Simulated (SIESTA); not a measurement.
## Sensitivity of a calculation on Ni3As2O8 (Cmce, 26 atoms in the cell) to its settings

```
Ni3(AsO4)2
1.0
    2.96489    -5.65976     0.00000
    2.96489     5.65976     0.00000
    0.00000     0.00000     8.17603
Ni As O
6 4 16
Direct
  0.50000   0.50000   0.50000
  0.00000   0.00000   0.00000
  0.38245   0.11755   0.25000
  0.61755   0.88245   0.75000
  0.11755   0.38245   0.75000
  0.88245   0.61755   0.25000
  0.62436   0.37564   0.88424
  0.37564   0.62436   0.11576
  0.87564   0.12436   0.38424
  0.12436   0.87564   0.61576
  0.74746   0.25254   0.76418
  0.25254   0.74746   0.23582
  0.75254   0.24746   0.26418
  0.24746   0.75254   0.73582
  0.00146   0.99854   0.74928
  0.99854   0.00146   0.25072
  0.49854   0.50146   0.24928
  0.50146   0.49854   0.75072
  0.61807   0.86031   0.99911
  0.38193   0.13969   0.00089
  0.88193   0.63969   0.49911
  0.11807   0.36031   0.50089
  0.86031   0.61807   0.00089
  0.13969   0.38193   0.99911
  0.63969   0.88193   0.50089
  0.36031   0.11807   0.49911
```
Moments meant for the start (each program seeds them in its own way; μB, in the order of the atoms Ni Ni Ni Ni Ni Ni As As As As O O O O O O O O O O O O O O O O): 2.0 2.0 2.0 2.0 2.0 2.0 0.0 0.0 0.0 0.0 0.0 0.0 0.0 0.0 0.0 0.0 0.0 0.0 0.0 0.0 0.0 0.0 0.0 0.0 0.0 0.0.

Base run A: GGA PBEsol, numerical atomic orbitals DZP, PseudoDojo PBEsol standard norm-conserving potentials (rewritten from UPF to PSML) in SIESTA, self-consistent single point.

Its settings: XC.functional = GGA; XC.authors = PBEsol; potentials = PseudoDojo PBEsol standard; PAO.BasisSize = DZP; PAO.EnergyShift = 0.005 Ry; MeshCutoff = 400 Ry; kgrid.MonkhorstPack = 3 3 2; OccupationFunction = MP; OccupationMPOrder = 0; ElectronicTemperature = 20 meV; Spin = polarized; MaxSCFIterations = 150; SCF.Mixer.Method = Pulay; SCF.Mixer.Weight = 0.1; SCF.Mixer.History = 6; SCF.DM.Tolerance = 1.0E-05.

The starting cell comes from a database of computed structures (which also holds hypothetical and non-ambient phases and stackings), without a prior relaxation at this level. Its lattice was rescaled by a random factor within 2.5 % of one. The magnetic order is the one reached from the typed start; others were not searched systematically. Values carry the incompleteness of an atom-centred basis. In the base run, with a pressure of about 5 GPa the cell is away from its equilibrium volume at this level. In the base run, forces exceed 1 eV/Å.

ΔF is the free energy per atom less that of run A. A dash stands where there is no value to compare (another energy zero or no entropy term, no result, no spin, no clean gap, or a mesh too coarse for one). Absolute energies have different zeros for different potentials, functionals, Hubbard and dispersion terms and are not compared across them.

Run A gave: pressure (GPa) 5.17; largest force (eV/Å) 2.073; gap on the mesh (eV) 0.366; size of the net moment (μB/atom) 0.46; k-points 11.

Runs:
- B: ElectronicTemperature: 20 meV → 25 meV
- C: pseudopotentials: PseudoDojo PBEsol standard → PseudoDojo PBEsol fully relativistic; Spin: polarized → spin-orbit [GGA PBEsol with spin-orbit coupling]
- D: MeshCutoff: 400 Ry → 700 Ry
- E: kgrid.MonkhorstPack: 3 3 2 → 1 1 1
- F: MeshCutoff: 400 Ry → 300 Ry
- G: MaxSCFIterations: 150 → 300; SCF.Mixer.Weight: 0.1 → 0.3

**Question.** What does run C change against A?

**Answer.** The pressure goes from 5.17 to 5.27 GPa, the largest force hardly changes (2.073 to 2.077 eV/Å), the gap on the mesh hardly changes (0.366 to 0.368 eV) and the size of the net moment stays at 0.46 μB/atom.

**Question.** What does run D change against A?

**Answer.** The free energy rises by 1.1 meV/atom, the pressure hardly changes (5.17 to 5.13 GPa), the largest force hardly changes (2.073 to 2.077 eV/Å), the gap on the mesh moves little (0.366 to 0.367 eV) and the size of the net moment stays at 0.46 μB/atom.

| run | ΔF (meV/atom) | pressure (GPa) | largest force (eV/Å) | gap on the mesh (eV) | size of the net moment (μB/atom) | k-points |
|---|---|---|---|---|---|---|
| A | 0.00 | 5.17 | 2.073 | 0.366 | 0.46 | 11 |
| B | 0.00 | 5.17 | 2.073 | 0.366 | 0.46 | 11 |
| C | – | 5.27 | 2.077 | 0.368 | 0.46 | 18 |
| D | 1.13 | 5.13 | 2.077 | 0.367 | 0.46 | 11 |
| E | 81.6 | 5.70 | 2.260 | 0.377 | 0.46 | 1 |
| F | -2.4 | 5.22 | 2.078 | 0.365 | 0.46 | 11 |
| G | 0.00 | 5.17 | 2.073 | 0.366 | 0.46 | 11 |
